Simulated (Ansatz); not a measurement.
**Input and output of a self-consistent single point for PbS (R3m, 2 atoms in the cell) (Ansatz, a first-principles code)**

Method of the run: LDA (PW92), default PAW files made with PBE (plane waves; Ansatz).

This input was run:

Ansatz 0.2 input:
```yaml
# PbS
crystal:
  lattice:
    - [2.118998, 1.223404, 3.462273]
    - [-2.118998, 1.223404, 3.462273]
    - [0.000000, -2.446808, 3.462273]
  atoms:
    - { symbol: Pb, position: [0.980570, 0.980570, 0.980570] }
    - { symbol: S, position: [0.475037, 0.475037, 0.475037] }
basis:
  ecutwfc: 420.0
kpoints:
  mp_grid:
    grid: [7, 7, 7]
hamiltonian:
  xc: lda
  pseudopotentials:
    kind: paw
scf:
  occupations:
    method: fermi_dirac
    width: 0.05
output:
  forces: true
  eigenvalues: true
  stress: true
```

Output (repeated stretches shortened):

```
WARN ansatz: RAYON_NUM_THREADS=1 ignored (pool sized by the plan → 1); use --threads N
Pseudopotentials: kind: paw
Pseudopotential: Pb, paw, valence charge 14
Pseudopotential: S, paw, valence charge 6
Crystal: 2 atoms, lattice volume = 53.853 Å³
Basis set: ecut = 420 eV, 1067 PW (Γ)
Bands: 14, of which v1, the nominal top of the filled ones, is band 10 counted from 1 (9 counted from 0)
Symmetry: 6 space group operations
Space group: R3m (ITA 160), of the structure as read, at distance tolerance 3.8e-5 Å
k-points: 44 of 343 (time reversal used)
PAW frozen core: Pb, regenerated for the run's functional, and the local potential with it
PAW frozen core: S, regenerated for the run's functional, and the local potential with it
Initial density: superposition of atomic densities (neutral atoms: chi_scale 0, normalization atom), corrected by the library's trained network
Initial wavefunctions: pseudopotential atomic-orbital guess
Eigensolver: davidson
Functional: x = slater, c = lda
SCF iter   1: F=—  HF=-12472.911539 eV  |F-HF|=—  |Δ(HF+E_count)|=         —  Δρ=5.57e-3  dr2=2.41e-2  ethr=1.77e-3  ⟨swp⟩=6.0  Hψ=3658  notcnv=0
all-band conjugate gradients solve this SCF's bands
preconditioner: auto → none
SCF iter   2: F=—  HF=-12472.904004 eV  |F-HF|=—  |Δ(HF+E_count)|=   7.53e-3  Δρ=2.53e-3  dr2=5.48e-3  ethr=1.20e-4  ⟨swp⟩=1.4  Hψ=1018  notcnv=0
SCF iter   3: F=—  HF=-12472.902396 eV  |F-HF|=—  |Δ(HF+E_count)|=   1.61e-3  Δρ=2.77e-4  dr2=4.17e-5  ethr=2.74e-5  ⟨swp⟩=1.9  Hψ=684  notcnv=0
SCF iter   4: F=—  HF=-12472.902391 eV  |F-HF|=—  |Δ(HF+E_count)|=   4.08e-6  Δρ=9.71e-5  dr2=7.14e-6  ethr=2.09e-7  ⟨swp⟩=2.0  Hψ=1056  notcnv=0
SCF iter   5: F=—  HF=-12472.902389 eV  |F-HF|=—  |Δ(HF+E_count)|=   2.29e-6  Δρ=2.59e-5  dr2=2.42e-7  ethr=3.57e-8  ⟨swp⟩=2.0  Hψ=1056  notcnv=0
SCF iter   6: F=-12472.902389 eV  HF=-12472.902389 eV  |F-HF|=7.42e-9  |Δ(HF+E_count)|=   5.70e-8  Δρ=7.01e-6  dr2=1.36e-8  ethr=5.00e-10  ⟨swp⟩=5.6  Hψ=3054  notcnv=0
SCF 1 converged in 6 iterations: F = -12472.902389 eV  dr2 = 1.36e-8
SCF converged after 6 iterations
Free energy (F): -12472.902389 eV
Harris-Foulkes:  -12472.902389 eV  (|F-HF|=7.42e-9)
Internal energy: -12472.902385 eV  (E = F + TS)
E sigma→0 (E₀):  -12472.902387 eV
Entropy (-TS):   -0.000005 eV (-0.002 meV/atom)
Fermi energy:    7.798344 eV
--- Per-component energies (eV) ---
  E_band       = -68.583788
  E_kinetic    = 392.956346
  E_local      = -1249.843030  (includes V_loc(G=0)·N_el)
  E_nonlocal   = 383.560197
  E_hartree    = 481.816598
  E_xc         = -315.253756
  E_vxc        = -220.916298  (∫ρ·V_xc dr)
  E_paw        = -10668.934358  (= ΣΔE_a)
  E_vpaw       = -337.970979  (= ΣTr[D̂ρ^β])
  E_aug_tail   = 0.000048  (compensation charges beyond the density's cutoff)
  E_ewald      = -1497.279914
  E_core_change = 0.075484  (= ΣΔE_core)
  E_smearing   = -0.000005  (= −TS)
  E_closure    = -0.000000  (closes the sum)
  Σ components = -12472.902389   (vs F -12472.902389, Δ=0.00e0)
--- Forces (eV/Å), atoms counted from 1 ---
  atom   1  Pb    -0.00000000     0.00000000     0.00748806
  atom   2  S     -0.00000000     0.00000000    -0.00747948
  max |Σ_I F_I| component: 8.58e-6 eV/Å
--- Stress (GPa, compression-positive) ---
       -4.180430       0.000000      -0.000000
        0.000000      -4.180430      -0.000000
       -0.000000       0.000000      -4.156097
  P = ⅓ Tr σ = -4.1723 GPa (-41.723 kbar)
  The stress holds the Pulay correction. Without it, at fixed plane waves, as pw.x and ABINIT print it: P = -4.1879 GPa
--- Band table (eV; the first three rows and the last of 44) ---
  k-point 0: bands = ["-9.0388", "-9.0385", "-9.0385", "-9.0297", "-9.0297", "-5.6633", "1.4557", "5.6391", "5.6391", "5.6431", "12.5842", "12.6084", "12.6084", "14.3573"]
  k-point 1: bands = ["-9.0383", "-9.0377", "-9.0373", "-9.0278", "-9.0277", "-5.4947", "0.9491", "5.6905", "5.6936", "5.9981", "11.2089", "11.7364", "11.7366", "14.2213"]
  k-point 2: bands = ["-9.0485", "-9.0480", "-9.0361", "-9.0114", "-9.0111", "-5.0408", "-0.1036", "5.8329", "5.8363", "6.6713", "9.4808", "10.4619", "10.4649", "14.5553"]
  k-point 43: bands = ["-9.0720", "-9.0502", "-9.0304", "-9.0036", "-8.9965", "-4.3667", "-0.9646", "4.8753", "5.7642", "6.7301", "8.8223", "9.9632", "10.9231", "15.7511"]
```

The run converged in 6 iterations.

The starting cell comes from a database of computed structures (which also holds hypothetical and non-ambient phases and stackings), without a prior relaxation at this level. Its lattice was rescaled by up to half a per cent. Spin-orbit coupling is off. With a pressure of about -4 GPa the cell is away from its equilibrium volume at this level. Ansatz's pressure includes its estimate of the finite-basis (Pulay) stress.
